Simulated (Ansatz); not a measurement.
# MgS: stress against strain

MgS (rock salt, Fm-3m, 17.394 Å³/atom at rest) under an equal strain ε in the (001) plane with the normal axis free, as in a coherent film. PBEsol in Ansatz, a plane-wave DFT program (PAW, default set), 420 eV, 11×11×11 Γ-centred mesh, Fermi-Dirac smearing 0.05 eV; ions are relaxed within the symmetry of each cell. Stress is positive for a compressed cell.

Here s stands for strain and y for stress xx.

```csv
strain (%),stress xx (GPa)
-3.00,?
-1.50,2.84
-1.00,1.83
-0.50,0.89
0.00,0.00
0.50,-0.83
1.00,-1.61
1.50,-2.33
```

Fit y of the 7 rows that show it with a straight line. Means: s 0, y 0.113. About the means, the sum of products is -12.055 and the sum of squares of s is 7.0000; the slope is their ratio. Least squares gives y = 0.113 - 1.7221·s. Residuals (row less fit): 0.144, -0.005, -0.084, -0.113, -0.082, -0.001, 0.140; standard error 0.116 (degrees of freedom: 5). The slope gives the biaxial elastic modulus of this plane = 172 ± 4 GPa.

Problem. Predict the withheld y at s = -3.00 from the fit, and compare with the calculation.

Solution. y = 0.113 - 1.7221 × (-3.0) = 5.279 GPa. The calculation gives 6.26 GPa, 0.981 GPa above the prediction (11.4 % of the range of y in the table). The row lies outside the fitted rows, so this is an extrapolation. From the scatter of the fitted rows alone, a prediction at this place has a standard error of 0.180 GPa, so the miss is 5.5 times that.

One order more, fitted to all 13 runs of the series, follows each within 0.03, so the miss is the next term of a smooth law. Rows are the converged runs of the series near zero and its far end; series whose fitted rows scatter by over a few per cent of the range, as at a crossing or softening among them, aren't shown in this form. Most that stay on the fit to the last digits aren't either.
